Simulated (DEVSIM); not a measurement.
Structure: abrupt GaAs p-n junction, at 300 K.

```
layer (left to right)  material  thickness (μm)  Nd (cm⁻³)  Na (cm⁻³)  τn (s)  τp (s)
---------------------  --------  --------------  ---------  ---------  ------  ------
1                          GaAs             250          -       1e16  7.3e-9  7.3e-9
2                          GaAs            57.0     4.3e14          -  7.3e-9  7.3e-9
```

Left contact: ohmic. Right contact: ohmic. Voltage is applied to the left contact. Recombination: SRH at mid-gap, radiative. Mobility is constant in doping.

The device is made up for the run: typed textbook-type constants, with dimensions and the other settings drawn at random. Values at 300 K.

| parameter | GaAs |
|---|---|
| gap (eV) | 1.424 |
| affinity (eV) | 4.07 |
| permittivity | 12.9 |
| Nc (cm⁻³) | 4.7e17 |
| Nv (cm⁻³) | 9e18 |
| μn (cm²/Vs) | 8500 |
| μp (cm²/Vs) | 400 |
| B (cm³/s) | 2e-10 |

Simulated with DEVSIM: 1D drift-diffusion, Boltzmann statistics, complete ionisation; no tunnelling, impact ionisation, image-force lowering or self-heating.

**Question.** Tabulate band edges, carrier densities and field at -10.0 V on the left contact.

**Answer.** Energies count from the Fermi level of the right contact; mesh points crowd at the junctions.

```json
[
 {"x (μm)": "0.000", "Ec (eV)": "11.248", "Ev (eV)": "9.824", "n (cm⁻³)": "< 1e2", "p (cm⁻³)": "1.0e16", "field (V/cm)": "≈ 0"},
 {"x (μm)": "0.06830", "Ec (eV)": "11.248", "Ev (eV)": "9.824", "n (cm⁻³)": "< 1e2", "p (cm⁻³)": "1.0e16", "field (V/cm)": "≈ 0"},
 {"x (μm)": "0.3457", "Ec (eV)": "11.248", "Ev (eV)": "9.824", "n (cm⁻³)": "< 1e2", "p (cm⁻³)": "1.0e16", "field (V/cm)": "≈ 0"},
 {"x (μm)": "1.398", "Ec (eV)": "11.248", "Ev (eV)": "9.824", "n (cm⁻³)": "< 1e2", "p (cm⁻³)": "1.0e16", "field (V/cm)": "≈ 0"},
 {"x (μm)": "8.898", "Ec (eV)": "11.248", "Ev (eV)": "9.824", "n (cm⁻³)": "< 1e2", "p (cm⁻³)": "1.0e16", "field (V/cm)": "≈ 0"},
 {"x (μm)": "34.28", "Ec (eV)": "11.248", "Ev (eV)": "9.824", "n (cm⁻³)": "< 1e2", "p (cm⁻³)": "1.0e16", "field (V/cm)": "≈ 0"},
 {"x (μm)": "130.0", "Ec (eV)": "11.248", "Ev (eV)": "9.824", "n (cm⁻³)": "< 1e2", "p (cm⁻³)": "1.0e16", "field (V/cm)": "≈ 0"},
 {"x (μm)": "230.9", "Ec (eV)": "11.248", "Ev (eV)": "9.824", "n (cm⁻³)": "< 1e2", "p (cm⁻³)": "1.0e16", "field (V/cm)": "≈ 0"},
 {"x (μm)": "245.1", "Ec (eV)": "11.248", "Ev (eV)": "9.824", "n (cm⁻³)": "< 1e2", "p (cm⁻³)": "1.0e16", "field (V/cm)": "≈ 0"},
 {"x (μm)": "248.8", "Ec (eV)": "11.248", "Ev (eV)": "9.824", "n (cm⁻³)": "< 1e2", "p (cm⁻³)": "1.0e16", "field (V/cm)": "≈ 0"},
 {"x (μm)": "249.7", "Ec (eV)": "11.242", "Ev (eV)": "9.818", "n (cm⁻³)": "< 1e2", "p (cm⁻³)": "8.0e15", "field (V/cm)": "-1300"},
 {"x (μm)": "250.0", "Ec (eV)": "10.860", "Ev (eV)": "9.436", "n (cm⁻³)": "< 1e2", "p (cm⁻³)": "3.0e9", "field (V/cm)": "-32000"},
 {"x (μm)": "250.0", "Ec (eV)": "10.701", "Ev (eV)": "9.277", "n (cm⁻³)": "< 1e2", "p (cm⁻³)": "6400000", "field (V/cm)": "-36000"},
 {"x (μm)": "250.1", "Ec (eV)": "10.275", "Ev (eV)": "8.851", "n (cm⁻³)": "< 1e2", "p (cm⁻³)": "5000", "field (V/cm)": "-35000"},
 {"x (μm)": "251.0", "Ec (eV)": "7.500", "Ev (eV)": "6.076", "n (cm⁻³)": "< 1e2", "p (cm⁻³)": "4800", "field (V/cm)": "-30000"},
 {"x (μm)": "253.9", "Ec (eV)": "1.422", "Ev (eV)": "-0.002", "n (cm⁻³)": "620", "p (cm⁻³)": "2700", "field (V/cm)": "-12000"},
 {"x (μm)": "265.7", "Ec (eV)": "0.181", "Ev (eV)": "-1.243", "n (cm⁻³)": "4.3e14", "p (cm⁻³)": "< 1e2", "field (V/cm)": "≈ 0"},
 {"x (μm)": "293.3", "Ec (eV)": "0.181", "Ev (eV)": "-1.243", "n (cm⁻³)": "4.3e14", "p (cm⁻³)": "< 1e2", "field (V/cm)": "≈ 0"},
 {"x (μm)": "304.8", "Ec (eV)": "0.181", "Ev (eV)": "-1.243", "n (cm⁻³)": "4.3e14", "p (cm⁻³)": "< 1e2", "field (V/cm)": "≈ 0"},
 {"x (μm)": "306.5", "Ec (eV)": "0.181", "Ev (eV)": "-1.243", "n (cm⁻³)": "4.3e14", "p (cm⁻³)": "< 1e2", "field (V/cm)": "≈ 0"},
 {"x (μm)": "306.9", "Ec (eV)": "0.181", "Ev (eV)": "-1.243", "n (cm⁻³)": "4.3e14", "p (cm⁻³)": "< 1e2", "field (V/cm)": "≈ 0"},
 {"x (μm)": "307.0", "Ec (eV)": "0.181", "Ev (eV)": "-1.243", "n (cm⁻³)": "4.3e14", "p (cm⁻³)": "< 1e2", "field (V/cm)": "≈ 0"}
]
```
